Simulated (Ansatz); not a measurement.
SrScHO₂ (model structure, started from the SrVO2H type, P4/mmm, No. 123, 5 atoms in the cell), treated with PBEsol (PAW; Ansatz, a program for electronic structure).

Settings: plane-wave cutoff 520 eV, 8×8×10 k mesh (along the axes of the cell as run), Fermi–Dirac smearing 0.01 eV, scalar-relativistic PAW data made under PBE.

Cell (relaxed with PBEsol):

```
CELL_PARAMETERS angstrom
      4.08710     0.00000     0.00000
      0.00000     4.08710     0.00000
      0.00000     0.00000     3.81716
ATOMIC_POSITIONS crystal
  Sr 0.50000 0.50000 0.50000
  Sc 0.00000 0.00000 0.00000
  O  0.50000 0.00000 0.00000
  O  0.00000 0.50000 0.00000
  H  0.00000 0.00000 0.50000
```

Task: What does this level give for the band gap, smallest direct gap on the k points sampled and direct gap at Γ?

Result: 
* **band gap**: 2.22 eV
* **smallest direct gap on the k points sampled**: 2.65 eV
* **direct gap at Γ**: 4.08 eV

Note: the relaxation could raise the start's symmetry but not lower it, so the cell can be a saddle point.

Spin–orbit coupling is not included.

A model structure was made by putting elements into a prototype or built by hand; it is no filed structure, need not be a known phase, and can be a saddle point held by its symmetry.
